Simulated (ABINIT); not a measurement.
**Equation of state of zinc-blende AlN (space group 216): energy against volume (ABINIT, PBEsol)**

```
AlN
1.0
    0.00000     2.12641     2.12641
    2.12641     0.00000     2.12641
    2.12641     2.12641     0.00000
Al N
1 1
Cartesian
  0.00000   0.00000   0.00000
  3.18962   3.18962   3.18962
```

Method: PBEsol, norm-conserving pseudopotentials (PseudoDojo nc-sr-04 PBEsol standard) (plane waves; ABINIT). Settings: pseudos = [Al.upf, N.upf]; ecut = 55 Ha; occopt = 3; tsmear = 0.01 eV; ngkpt = 13 13 13; nshiftk = 1; shiftk = 0 0 0; potentials = PseudoDojo nc-sr-04 PBEsol standard; nband = 9; kptopt = 1; nstep = 80; tolvrs = 1e-10. The cell above is the first row's. The rows scale it uniformly. In all rows fractional positions and the k mesh are held. E is the free energy at the stated smearing, counted from the lowest row.

| V (Å^3/atom) | E (meV/atom) |
|---|---|
| 9.615 | 51.46 |
| 9.824 | 28.57 |
| 10.033 | 12.80 |
| 10.242 | 3.47 |
| 10.451 | 0.00 |
| 10.660 | 1.83 |
| 10.869 | 8.47 |
| 11.078 | 19.46 |
| 11.287 | ? |

Taking the third-order Birch-Murnaghan form, a cubic in V^(-2/3) for E over the 8 complete rows: With u = V^(-2/3) - 0.211, the rows have u = 0.010157, 0.007009, 0.003971, 0.001036, -0.001800, -0.004544, -0.007199, -0.009770. Least squares gives E = 1.575 + 1483.55·u + 338389·u² - 87530·u³. Residuals (row less fit): -0.001, 0.003, 0.003, -0.005, -0.002, 0.001, 0.005, -0.003; standard error 0.005 (degrees of freedom: 4). Its minimum lies at u = -0.002190, so V0 = (0.208810)^(-3/2) = 10.48. There d²E/du² = 677900 and d³E/du³ = -525200, so B0 = (4/9) × 10.48^(-7/3) × 677900 × 0.160218 = 201 GPa (the last factor turns the table's units into GPa), and B0' = 4 + (2/3) × 0.208810 × (-525200)/677900 = 3.9. The program's pressures in the fitted runs (not shown) pass through zero at V = 10.48, 0.01 % from this V0.

Q: Predict the withheld E at V = 11.287 from the fit, and compare with the calculation.

A: u = -0.012262, so E = 1.575 + 1483.55 × (-0.012262) + 338389 × (-0.012262)² - 87530 × (-0.012262)³ = 34.424 meV/atom. The calculation gives 34.41 meV/atom, 0.014 meV/atom below the prediction (under 0.05 % of the range of E in the table). The row lies outside the fitted rows, so this is an extrapolation. From the scatter of the fitted rows alone, a prediction at this place has a standard error of 0.011 meV/atom, so the miss is 1.2 times that.

Carrying the step between the two nearest rows on in a straight line would have given 30.45, off by 3.96; series whose last step already gives the withheld value aren't shown. The scan was laid around a cell of about the measured size, scaled by a guess for this functional. This is a metastable polymorph. The runs keep the symmetry of the cell, so they don't test it for distortions. Cutoffs and mesh are single choices, not tested for convergence of this quantity. Series with a scatter that would blur these digits, or in which a gap closes, are not shown. Nor are scans whose minimum lies at an end fitted in this form.
